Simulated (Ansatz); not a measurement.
**MoSi2, response to strain**

Base system: MoSi2 (space group I4/mmm, No. 139; a = 3.174 Å, c = 7.779 Å; relaxed with 0.1 eV smearing).

Strains are applied to the cell and any free atomic positions relax.

Calculations: LDA in Ansatz (plane waves to 420 eV, PAW, no spin-orbit coupling).

Notes on the quantities. pressure: mean of the normal stresses, compression positive; energy relative to the base: free energy F.

```tsv
variant	pressure	energy relative to the base	volume per atom
base	0.0 GPa	0 meV/atom	13.06 Å³
isotropic strain −3.00 %	25.3 GPa	+83 meV/atom	11.92 Å³
isotropic strain −2.50 %	20.3 GPa	+56 meV/atom	12.11 Å³
isotropic strain −2.00 %	15.7 GPa	+36 meV/atom	12.29 Å³
isotropic strain −1.50 %	11.3 GPa	[?]	12.48 Å³
isotropic strain −1.00 %	[?]	+8.6 meV/atom	12.67 Å³
isotropic strain −0.50 %	3.5 GPa	[?]	12.87 Å³
isotropic strain +0.50 %	-3.3 GPa	+2.0 meV/atom	13.26 Å³
isotropic strain +2.00 %	-11.7 GPa	+31 meV/atom	13.86 Å³
isotropic strain +2.50 %	-14.1 GPa	+48 meV/atom	14.07 Å³
```

**Question.** Fill in the withheld entries from the trend.

**Answer.** 
- isotropic strain −1.50 %, energy relative to the base: +20 meV/atom
- isotropic strain −1.00 %, pressure: 7.3 GPa
- isotropic strain −0.50 %, energy relative to the base: +2.1 meV/atom

No phonon test of stability was made. The final runs are not spin-polarised.

Ansatz is a quantum-chemistry and plane-wave program.
